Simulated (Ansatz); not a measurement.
Structures of equal composition on the (111) surface of fcc Au: a layer of Rh in place of the second plane; a layer of Rh in place of the third plane. The slabs share one bottom face, and each structure is named by its start. These are constructed structures in small cells; real faces may alloy, dewet or reconstruct in larger ones, and not all known structures of the face are among them. Slabs of about 12 Å with all that they carry, Fermi-Dirac smearing of 0.1 eV. Bottom of the slabs: a bare face, its two planes held. Relaxed from the named starts with such symmetry as they have, on meshes of like density; energies extrapolated to zero smearing; no spin-orbit coupling, no U. Spin-polarised runs, if any, are marked in brackets, and their order is one that fits the cell; the others ran without spin.

Calculation: PBE (plane waves to 420 eV, PAW; Ansatz, a quantum-chemistry and plane-wave program).

**Question.** Order them by energy per 1x1 cell (lowest first) at the level PBE.

**Answer.** a layer of Rh in place of the third plane (0.000 eV), a layer of Rh in place of the second plane (0.102 eV)
